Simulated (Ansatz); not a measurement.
Subject: the formation energy of Zn_W in W (bcc, Im-3m). Reaction: Zn (hcp) + 63 W (bcc) → cell A.

Cell A: a supercell of 64 sites of W (bcc, Im-3m) with Zn on a W site (8 W at 2.78 Å); spin state with PBE: run without spin, k-point mesh 4×4×4.
```yaml
crystal:
  lattice:
    - [11.02913, 0.00000, 0.00000]
    - [-3.67638, 10.39836, 0.00000]
    - [-3.67638, -5.19918, 9.00525]
  atoms:
    - { symbol: W, position: [0.00000, 0.00000, 0.00000] }
    - { symbol: W, position: [0.99969, 0.99969, 0.24996] }
    - { symbol: W, position: [0.00000, 0.00000, 0.50000] }
    - { symbol: W, position: [0.00031, 0.00031, 0.75004] }
    - { symbol: W, position: [0.99969, 0.24996, 0.99969] }
    - { symbol: W, position: [0.99963, 0.24981, 0.24981] }
    - { symbol: W, position: [0.99969, 0.24972, 0.50000] }
    - { symbol: W, position: [0.00000, 0.25000, 0.75000] }
    - { symbol: W, position: [0.00000, 0.50000, 0.00000] }
    - { symbol: W, position: [0.99969, 0.50000, 0.24972] }
    - { symbol: W, position: [0.00000, 0.50000, 0.50000] }
    - { symbol: W, position: [0.00031, 0.50000, 0.75028] }
    - { symbol: W, position: [0.00031, 0.75004, 0.00031] }
    - { symbol: W, position: [0.00000, 0.75000, 0.25000] }
    - { symbol: W, position: [0.00031, 0.75028, 0.50000] }
    - { symbol: W, position: [0.00037, 0.75019, 0.75019] }
    - { symbol: W, position: [0.24996, 0.99969, 0.99969] }
    - { symbol: W, position: [0.24981, 0.99963, 0.24981] }
    - { symbol: W, position: [0.24972, 0.99969, 0.50000] }
    - { symbol: W, position: [0.25000, 0.00000, 0.75000] }
    - { symbol: W, position: [0.24981, 0.24981, 0.99963] }
    - { symbol: W, position: [0.24823, 0.24823, 0.24823] }
    - { symbol: W, position: [0.25269, 0.25269, 0.50000] }
    - { symbol: W, position: [0.24972, 0.24972, 0.75004] }
    - { symbol: W, position: [0.24972, 0.50000, 0.99969] }
    - { symbol: W, position: [0.25269, 0.50000, 0.25269] }
    - { symbol: W, position: [0.24823, 0.50000, 0.50000] }
    - { symbol: W, position: [0.24981, 0.50000, 0.75019] }
    - { symbol: W, position: [0.25000, 0.75000, 0.00000] }
    - { symbol: W, position: [0.24972, 0.75004, 0.24972] }
    - { symbol: W, position: [0.24981, 0.75019, 0.50000] }
    - { symbol: W, position: [0.24996, 0.75028, 0.75028] }
    - { symbol: W, position: [0.50000, 0.00000, 0.00000] }
    - { symbol: W, position: [0.50000, 0.99969, 0.24972] }
    - { symbol: W, position: [0.50000, 0.00000, 0.50000] }
    - { symbol: W, position: [0.50000, 0.00031, 0.75028] }
    - { symbol: W, position: [0.50000, 0.24972, 0.99969] }
    - { symbol: W, position: [0.50000, 0.25269, 0.25269] }
    - { symbol: W, position: [0.50000, 0.24823, 0.50000] }
    - { symbol: W, position: [0.50000, 0.24981, 0.75019] }
    - { symbol: W, position: [0.50000, 0.50000, 0.00000] }
    - { symbol: W, position: [0.50000, 0.50000, 0.24823] }
    - { symbol: Zn, position: [0.50000, 0.50000, 0.50000] }
    - { symbol: W, position: [0.50000, 0.50000, 0.75177] }
    - { symbol: W, position: [0.50000, 0.75028, 0.00031] }
    - { symbol: W, position: [0.50000, 0.75019, 0.24981] }
    - { symbol: W, position: [0.50000, 0.75177, 0.50000] }
    - { symbol: W, position: [0.50000, 0.74731, 0.74731] }
    - { symbol: W, position: [0.75004, 0.00031, 0.00031] }
    - { symbol: W, position: [0.75000, 0.00000, 0.25000] }
    - { symbol: W, position: [0.75028, 0.00031, 0.50000] }
    - { symbol: W, position: [0.75019, 0.00037, 0.75019] }
    - { symbol: W, position: [0.75000, 0.25000, 0.00000] }
    - { symbol: W, position: [0.75004, 0.24972, 0.24972] }
    - { symbol: W, position: [0.75019, 0.24981, 0.50000] }
    - { symbol: W, position: [0.75028, 0.24996, 0.75028] }
    - { symbol: W, position: [0.75028, 0.50000, 0.00031] }
    - { symbol: W, position: [0.75019, 0.50000, 0.24981] }
    - { symbol: W, position: [0.75177, 0.50000, 0.50000] }
    - { symbol: W, position: [0.74731, 0.50000, 0.74731] }
    - { symbol: W, position: [0.75019, 0.75019, 0.00037] }
    - { symbol: W, position: [0.75028, 0.75028, 0.24996] }
    - { symbol: W, position: [0.74731, 0.74731, 0.50000] }
    - { symbol: W, position: [0.75177, 0.75177, 0.75177] }
```

Reference: Zn (hcp, P6₃/mmc), 2 atoms in the cell, k-point mesh 30×30×12 on the run's own vectors. Conventional cell: a = b = 2.647 Å, c = 5.025 Å, α = β = 90.00°, γ = 120.00°.

Reference: W (bcc, Im-3m), 64 atoms in the cell, the relaxed perfect crystal repeated, atoms not moved again; spin state with PBE: run without spin, k-point mesh 4×4×4 on the run's own vectors.

Plane-wave PAW calculations with Ansatz (a program for electronic structure), its PAW set soft_1, cutoff 420 eV, 500 eV for r2SCAN. The structures are at rest with PBE, within the held lattices; other levels are single points on them. Neutral cells; Fermi-Dirac smearing of at most 0.10 eV in the solids, energies taken to zero width. The lattices are those relaxed with PBE, so at other levels the solids can be strained, which adds to the spread. Larger cells are relaxed from a start prepared with the learned potential CHGNet, on a coarser mesh till forces fall under 0.03 eV/Å, which some starts already meet. A dispersion term (D3(BJ), or D4 for r2SCAN) was computed beside these levels and is taken off wherever the name lacks it. Space groups of crystals are read within 0.01 Å. Static lattices, no vibrational contributions. No structure search was made; lower ones may exist. Spin-orbit coupling is left out. No correction for cell size. Mesh and cell size may move defect energies by 0.1 eV or more. Cell A has symmetry Im-3m within 0.02 Å and got no random move, so less symmetric positions, which may lie lower, weren't tried.

Q: Give the value at the level r2SCAN.

A: 1.13 eV, for Zn (hcp) + 63 W (bcc) → cell A.

Q: List the value at the remaining levels and say how far they part.

A: 
```tsv
Functional	value (eV)	less r2SCAN
PBE	1.08	-0.05
```

The levels shown span only 0.05 eV, too little to tell them apart.
